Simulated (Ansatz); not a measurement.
Take SrTiO3 in the cubic perovskite structure (space group Pm-3m, No. 221; a = 3.891 Å) as the base.

Now apply this change: hydrostatic tension (pressure −2 GPa).

Levels (all Ansatz, a program for electronic structure, PAW): PBEsol (420 eV, no spin-orbit coupling); r2SCAN (500 eV, without spin-orbit coupling).

The geometry is relaxed with PBEsol.

```
Quantity                        Value
--------------------  ---------------
PBEsol band gap               1.83 eV
PBEsol pressure             -2.00 GPa
PBEsol gap character  indirect, R → Γ
```

Question: What does r2SCAN give at this geometry for the band gap, pressure and gap character?

Answer: The band gap rises by 0.43 eV (1.83 eV → 2.26 eV); the pressure increases by 2.22 GPa, from -2.00 GPa to 0.22 GPa; the gap character is still indirect, R → Γ.

Single points use the geometry relaxed with PBEsol. Their cutoffs differ, which shifts pressures a little. Load acts through the strain it causes; cell and atoms are relaxed under it. Stability against distortions was not tested. All final runs are without spin polarisation. Many cubic perovskites are stable only at high temperature; tilts and polar distortions were not tested.
